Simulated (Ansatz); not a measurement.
A computed series for KTaO3: pressure series

The reference is KTaO$_{3}$ in the cubic perovskite structure (space group Pm-3m, No. 221).

```
CELL_PARAMETERS angstrom
      4.02438     0.00000     0.00000
      0.00000     4.02438     0.00000
      0.00000     0.00000     4.02438
ATOMIC_POSITIONS crystal
  K  0.00000 0.00000 0.00000
  Ta 0.50000 0.50000 0.50000
  O  0.00000 0.50000 0.50000
  O  0.50000 0.50000 0.00000
  O  0.50000 0.00000 0.50000
```

Cell and atoms are relaxed at each pressure.

The values are results of PBE/PAW in Ansatz (a quantum-chemistry and plane-wave program), without spin-orbit coupling, not measurements.

Notes on the quantities. enthalpy: H = E + PV relative to the base's energy.

```json
[
 {"change": "base", "enthalpy": "–", "density": "6.83 g/cm³", "band gap": "2.16 eV"},
 {"change": "pressure −2 GPa", "enthalpy": "-0.16 eV/atom", "density": "6.75 g/cm³", "band gap": "2.14 eV"},
 {"change": "pressure −1 GPa", "enthalpy": "-0.08 eV/atom", "density": "6.79 g/cm³", "band gap": "2.15 eV"},
 {"change": "pressure 1.8 GPa", "enthalpy": "+0.15 eV/atom", "density": "6.89 g/cm³", "band gap": "2.18 eV"},
 {"change": "pressure 4.2 GPa", "enthalpy": "+0.34 eV/atom", "density": "6.98 g/cm³", "band gap": "2.21 eV"},
 {"change": "pressure 9 GPa", "enthalpy": "+0.72 eV/atom", "density": "7.13 g/cm³", "band gap": "2.26 eV"},
 {"change": "pressure 18 GPa", "enthalpy": "+1.40 eV/atom", "density": "7.40 g/cm³", "band gap": "2.34 eV"},
 {"change": "pressure 30 GPa", "enthalpy": "+2.29 eV/atom", "density": "7.71 g/cm³", "band gap": "2.43 eV"},
 {"change": "pressure 45 GPa", "enthalpy": "+3.34 eV/atom", "density": "8.06 g/cm³", "band gap": "2.51 eV"},
 {"change": "pressure 60 GPa", "enthalpy": "+4.36 eV/atom", "density": "8.37 g/cm³", "band gap": "2.58 eV"}
]
```

Spin-orbit coupling, missing from the scalar runs, can matter with Ta. Load acts through the strain it causes; cell and atoms are relaxed under it. No phonon test of stability was made. No other phases were tried under pressure.
